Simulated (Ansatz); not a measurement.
TiAl: pressure −1 GPa

Base system: TiAl (space group P4/mmm, No. 123; a = 2.813 Å, c = 4.058 Å).

Perturbation: a negative pressure, −1 GPa.

Computed with DFT with r2SCAN, PAW potentials and a 500 eV plane-wave cutoff in Ansatz (a first-principles code), without spin-orbit coupling. Γ-centred 16×16×12 mesh, Fermi–Dirac width 0.05 eV.

- Volume per atom = 16.19 Å³ (base 16.06 Å³)
- Lattice parameter a = 5.330 bohr (base 5.316 bohr)
- Enthalpy H = E + PV relative to the base's energy = -0.10 eV/atom
- Band gap = zero (base zero)

Final structure:

```
TiAl
1.0
    2.82078     0.00000     0.00000
    0.00000     2.82078     0.00000
    0.00000     0.00000     4.07027
Ti Al
1 1
Cartesian
  0.00000   0.00000   0.00000
  1.41039   1.41039   2.03513
```

Cost of the whole job for the changed cell (relaxation, final SCF and bands): very roughly 50 core-seconds.

Load acts through the strain it causes; cell and atoms are relaxed under it. Stability against distortions was not tested. All final runs are without spin polarisation.
